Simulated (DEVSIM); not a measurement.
Structure: Si p+/n-/n+ power diode, at 400 K.

Layer 1 from the left is Si, thickness (μm) 1.20, Na (cm⁻³) 5.6e18, τn (s) 0.00068, τp (s) 0.00068. Layer 2 from the left is Si, thickness (μm) 9.20, Nd (cm⁻³) 6.5e14, τn (s) 0.00068, τp (s) 0.00068. Layer 3 from the left is Si, thickness (μm) 2.80, Nd (cm⁻³) 1.6e18, τn (s) 0.00068, τp (s) 0.00068.

Left contact: ohmic. Right contact: ohmic. Voltage is applied to the left contact. Recombination: SRH at mid-gap, Auger. Mobility is μmin + (μ − μmin)/(1 + (N/Nref)^α).

This is a model device: material constants are rounded textbook-type values typed into the input, and sizes, dopings and lifetimes were drawn at random. Values at 300 K; Nc and Nv go as T^1.5, mobilities as T to minus their exponent, the gap by Varshni's rule with the affinity fixed.

Si: gap (eV) 1.124, affinity (eV) 4.05, permittivity 11.7, Nc (cm⁻³) 2.86e19, Nv (cm⁻³) 3.1e19, μn (cm²/Vs) 1417, μp (cm²/Vs) 470, μn,min 52, μp,min 45, Nref,n 9.7e16, Nref,p 2.2e17, αn 0.68, αp 0.72, T exponent of μn 2.3, T exponent of μp 2.2, Cn (cm⁶/s) 2.8e-31, Cp (cm⁶/s) 9.9e-32, Varshni α (eV/K) 0.000473, Varshni β (K) 636.

DEVSIM, 1D drift-diffusion, Boltzmann statistics, complete ionisation; no tunnelling, impact ionisation, image-force lowering or self-heating.

**Question.** What does the simulation give for the potential step across the device at zero bias, the dark forward voltage at 100 A/cm², the dark forward voltage at 1 A/cm²?

**Answer.** potential step across the device at zero bias 0.908 V; dark forward voltage at 100 A/cm² 0.737 V; dark forward voltage at 1 A/cm² 0.574 V.
